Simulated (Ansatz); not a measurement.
Consider a periodic stack without vacuum, fluorite (1 1 1) on germanium (1 1 1) (film strained to the substrate, faces as cut): substrate slab Ge8, film Ca4F8, surface cells [[1, -1], [0, 1]] and [[0, 1], [-1, 0]], film strained by +4.5 and +4.5 %, faces Ge/Ge and F/F as cut (like faces can put a slab off its formula). Its start:

```xyz
20
Lattice="4.0729 0.0000 0.0005 -2.0365 3.5273 0.0066 1.1913 -0.8322 26.6975" Properties=species:S:1:pos:R:3 pbc="T T T"
Ge     2.0883     2.9924     2.1732
Ge     2.0921     0.6445     1.3836
Ge     0.0158     1.7908     5.4438
Ge     2.0542     2.9693     4.6271
Ge     2.0545     0.6036     8.7537
Ge     0.0161     1.7805     7.9346
Ge     2.0807     2.9383    11.9865
Ge     2.0779     0.5917    11.2052
Ca     0.6551     2.3879    15.4284
Ca     2.6954     1.2053    18.4623
Ca     0.6594     0.0211    21.5192
Ca     0.6586     2.3647    24.5598
F      0.6685     0.0487    14.7379
F      2.6999     1.2176    16.1775
F      0.6599     2.3843    17.7026
F      0.6596     0.0285    19.1717
F      2.6958     1.1990    20.7925
F      0.6594     2.3725    22.2700
F      0.6581     0.0215    23.7901
F      2.6978     1.2015    25.2381
```

The start was prepared with a machine-learned potential, and the result is one local minimum, with the in-plane cell held and forces under 0.04 eV/Å; the film can end far from its bulk form.

All values below come from PBE (plane waves to 420 eV, PAW; Ansatz, a program for electronic structure). No spin–orbit coupling; the runs are not spin-polarised; PBE gaps are too small against experiment. Its k-point mesh 7×7×1, Fermi–Dirac width 0.05 eV.

Q: Predict the relaxed interface.

A: interface area: 14.4 Å²
period: 27.30 Å
gaps between the outermost planes at the two interfaces: 2.94 and 2.96 Å
